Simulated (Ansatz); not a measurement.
## Phonon-limited transport in OsAl (Pm-3m)

Here is the system:

```yaml
crystal:
  lattice:
    - [2.99283, 0.00000, 0.00000]
    - [0.00000, 2.99283, 0.00000]
    - [0.00000, 0.00000, 2.99283]
  atoms:
    - { symbol: Al, position: [0.00000, 0.00000, 0.00000] }
    - { symbol: Os, position: [0.50000, 0.50000, 0.50000] }
```

Calculation: PBEsol, DFPT electron-phonon coupling, linearised Boltzmann equation (plane waves, PAW, scalar-relativistic; Ansatz, a program for electronic structure). Cell: relaxed with this functional, without spin-orbit coupling.

```yaml
resistivity at 300 K: 6.6 μΩ·cm
resistivity at 77 K: 1.08 μΩ·cm
electron mean free path at 300 K (weighted by the current that each state carries): 9.1 nm
electron-phonon coupling λ: 0.43
transport coupling λ_tr: 0.42
logarithmic_mean_phonon_energy: 14.5 meV
density of states at the Fermi level: 0.64 states/(eV·spin·cell)
drude_plasma_energy: 8.4 eV
Hall coefficient at 300 K: 11.7 ×10⁻¹¹ m³/C
Tc for μ* = 0.10 (anisotropic Eliashberg): 1.10 K
Tc for μ* = 0.13 (anisotropic Eliashberg): below 1 K
```

A metal at this level (no band gap). Only scattering by harmonic phonons is included (no impurities, grain boundaries, electron-electron scattering or thermal expansion). Spin-orbit coupling is left out, which matters with elements this heavy. Halving the electron mesh (28x28x28) moves the resistivity by up to 7 % at 300 K, the mean free path by up to 4 %, the coupling by up to 1 %. Smearing 0.20 eV; phonons on a 5x5x5 q mesh, which this run doesn't test and which matters most at low temperature. Tc comes from the anisotropic Migdal-Eliashberg equations with μ*, a chosen number, referred to 19.0 meV.

Computed structure with no diffraction record at hand here (it may be known, metastable or hypothetical): OsAl (Pm-3m).
